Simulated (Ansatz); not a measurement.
Base system: YP in the zinc blende structure (space group F-43m, No. 216; a = 6.2890 Å; a hypothetical phase, not in the database extracts checked). Axes: x, y, z lie along the cube axes.

All numbers come from r2SCAN/PAW in Ansatz (an electronic-structure program), spin-orbit coupling left out.

Strains are applied to the cell and any free atomic positions relax; under biaxial strain the out-of-plane vector relaxes too.

One change was made to it. Results:

```csv
quantity,base,after
energy relative to the base (free energy F),0 meV/atom,+5.9 meV/atom
"pressure (mean of the normal stresses, compression positive)",0.00 GPa,-1.56 GPa
```

Question: What was done to the base?
(A) biaxial strain −0.94 %, plane normal [110], relaxed out of plane
(B) tensor shear ε_yz = +0.43 %
(C) strain tensor (xx, yy, zz, yz, xz, xy) = (+1.23, +0.36, +1.18, −0.75, +0.44, −1.29) %

Answer: C, strain tensor (xx, yy, zz, yz, xz, xy) = (+1.23, +0.36, +1.18, −0.75, +0.44, −1.29) %. For comparison, the energy relative to the base in the other runs: biaxial strain −0.94 %, plane normal [110], relaxed out of plane gives +1.0 meV/atom; tensor shear ε_yz = +0.43 % gives +0.1 meV/atom.

No phonon test of stability was made.
